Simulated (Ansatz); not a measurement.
# Computed paths: Ta-vacancy pair in fcc Cu, neutral cell

Defect migration in fcc Cu: Ta-vacancy pair (Ta on one host Cu site, one Cu site vacant), neutral cell. Method: PBE, PAW (plane waves to 420 eV; Ansatz, a program for electronic structure).

Cell of 32 host sites held at the relaxed PBE lattice; a 2×2×2 k-point mesh shifted by half a step; Fermi-Dirac width 0.10 eV, spin-restricted; finite-size errors left in. No zero-point or tunnelling terms. Spin-orbit coupling is left out. Forms of the defect that were not tried may lie lower.

Barriers: single points on a 4×4×4 k-point mesh shifted by half a step at the bands' geometries (they differ from the bands' own by up to 0.25 eV, and are uncertain by about as much).

```
Route                                                                                               Start site over the lowest site run (eV)  Hop (Å)  Forward barrier (eV)  Backward barrier (eV)                                                         Neighbours at the start                                                                Neighbours at the saddle                        Saddle order  Forward, on the band's own sampling (eV)
--------------------------------------------------------------------------------------------------  ----------------------------------------  -------  --------------------  ---------------------  ------------------------------------------------------------------------------  --------------------------------------------------------------------------------------  ----------------------------------  ----------------------------------------
a nearby Cu atom hops onto the vacant site (Ta-vacancy distance between ideal sites 2.57 → 4.45 Å)                                      0.10     2.47                  0.63                   0.73  3 Cu at 2.52, Cu at 2.53, Cu at 2.55, 2 Cu at 2.57, 3 Cu at 2.57, Cu at 2.59 Å  2 Cu at 2.37, Cu at 2.37, Cu at 2.39, Cu at 2.67, Cu at 2.77, Cu at 2.85, Cu at 2.90 Å                         not checked                                      0.52
Ta and the vacancy change places (Ta-vacancy distance between ideal sites 2.57 Å throughout)                                            0.10     2.29                  0.69                   0.69                          4 Cu at 2.57, 2 Cu at 2.60, 4 Cu at 2.65, Cu at 2.68 Å                                                            4 Cu at 2.49, 4 Cu at 2.80 Å  not checked, on a symmetry element                                      0.94
```

Paths come from climbing-image nudged elastic band runs. Of the routes that converged and passed our checks, the lowest saddle point lies 0.73 eV above the lowest of the sites run (a nearby Cu atom hops onto the vacant site (Ta-vacancy distance between ideal sites 2.57 → 4.45 Å)); other sites, such as split forms, and other routes may lie lower. A band can be held on a symmetry element, so unchecked saddle points there may be too high.

The whole set of runs took around 1.9 core-hours (rough).
